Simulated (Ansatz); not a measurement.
HfS2 under a change: uniaxial strain ε_zz = +1.00 %

The reference is HfS$_{2}$ in the CdI2 type structure (space group P-3m1, No. 164; a = 3.5475 Å, c = 5.5768 Å; layered, stacked along the Cartesian z axis). Axes: x lies along a and z along c of the hexagonal cell.

Now apply this change: uniaxial strain ε_zz = +1.00 %, all other strain components held at zero, atoms relaxed at fixed cell.

Calculations: Kohn–Sham DFT with the PBEsol-D3(BJ) functional, run in Ansatz (an electronic-structure program) with PAW and 420 eV plane waves, no spin-orbit coupling. Settings: 11×11×6 k-points, 0.05 eV Fermi–Dirac smearing.

The space group is still P-3m1 (No. 164) and the shortest interatomic distance stays essentially unchanged (2.516 Å against 2.517 Å). The energy increases by 0.4 meV/atom and the pressure (mean of the normal stresses, compression positive) falls by 0.26 GPa to -0.25 GPa. The band gap increases by 0.06 eV, from 0.45 eV to 0.51 eV and the gap character remains indirect, Γ → L. The smallest direct gap rises by 0.04 eV to 1.54 eV and the width of the top valence band falls by 0.06 eV, from 2.39 eV to 2.33 eV. The valence-band top at Γ (three highest levels, from the VBM) goes from 0.00, -0.29, -0.29 eV to 0.00, -0.22, -0.22 eV and the largest internal atomic displacement comes out as 0.012 Å. The stress (xx, yy, zz, yz, xz, xy; compression positive) amounts to (-0.08, -0.08, -0.60, 0.00, 0.00, 0.00) GPa.

Final structure:

```yaml
crystal:
  lattice:
    - [3.54747, 0.00000, 0.00000]
    - [-1.77373, 3.07220, 0.00000]
    - [0.00000, 0.00000, 5.63262]
  atoms:
    - { symbol: Hf, position: [0.00000, 0.00000, 0.00000] }
    - { symbol: S, position: [0.66667, 0.33333, 0.25972] }
    - { symbol: S, position: [0.33333, 0.66667, 0.74028] }
```

Cost of the whole job for the changed cell (relaxation, final SCF and bands): roughly 30 core-seconds.

With Hf present, leaving out spin-orbit coupling can change the band edges. No phonon test of stability was made.
